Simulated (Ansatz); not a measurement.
Here is the system:

End structure of the (100) surface of zinc-blende GaSb in its 1x1 cell (cut with top plane Ga, bottom plane Sb), relaxed from an ideal cut (the real face may reconstruct), with unlike faces, outermost plane spacing 1.55 Å in the ideal cut, from a spin-polarised start:

```yaml
crystal:
  lattice:
    - [4.39298, 0.00000, 0.00000]
    - [0.00000, 4.39298, 0.00000]
    - [0.00000, 0.00000, 27.00000]
  atoms:
    - { symbol: Sb, position: [0.00000, 0.50000, 0.29778] }
    - { symbol: Ga, position: [0.50000, 0.50000, 0.35421] }
    - { symbol: Sb, position: [0.50000, 0.00000, 0.41300] }
    - { symbol: Ga, position: [0.00000, 0.00000, 0.47037] }
    - { symbol: Sb, position: [0.00000, 0.50000, 0.52829] }
    - { symbol: Ga, position: [0.50000, 0.50000, 0.58603] }
    - { symbol: Sb, position: [0.50000, 0.00000, 0.64355] }
    - { symbol: Ga, position: [0.00000, 0.00000, 0.70677] }
```

Model: 8-atom slab, Ga4Sb4, 10.9 Å thick at the start, 6x6x1 mesh, Fermi-Dirac 0.025 eV, dipole correction, all atoms relaxed; symmetry of the start imposed; spin-polarised from one start with parallel moments (other orders not tried), no spin-orbit, no U. The slab shows no gap over 0.04 eV on its mesh. The starting moment vanished.

Question: Estimate the work function of the top face that PBE run with Ansatz (an electronic-structure program) returns for this input.

Answer: 4.37 eV

Question: Predict the surface energy (mean of two unlike faces) from PBE.

Answer: 1.04 J/m^2
